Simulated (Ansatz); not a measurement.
The starting structures come from a database of crystals and need not be the phases stable at ambient conditions.

Tunnelling through a barrier is set by its complex band structure: the current falls as exp(−2κd) with the smallest κ.

```
HfCl4
1.0
    6.19684    -0.00618     0.00000
   -2.01675     6.01557     0.00000
    0.00000     0.00000     7.42826
Hf Cl
2 8
Direct
  0.25000   0.50000   0.66339
  0.75000   0.50000   0.33661
  0.49572   0.72700   0.39206
  0.50428   0.27300   0.60794
  0.00428   0.27300   0.39206
  0.99572   0.72700   0.60794
  0.97998   0.75449   0.13762
  0.02002   0.24551   0.86238
  0.52002   0.24551   0.13762
  0.47998   0.75449   0.86238
```

Space group of this cell: P2/c. The cell was relaxed by PBE-D3(BJ); by PBEsol its mean pressure is -0.9 GPa.

Transport runs along the normal of the first two printed cell vectors.

The gap is the functional's own. No spin-orbit coupling. Mid-gap values are interpolated on the energy grid.

Estimate the band gap and the smallest decay constant κ at mid-gap that PBEsol run with Ansatz (an electronic-structure program) returns for this system.

Gap 3.89 eV on a 6×6×4 mesh; κ = 0.423 1/Å, at the zone centre.
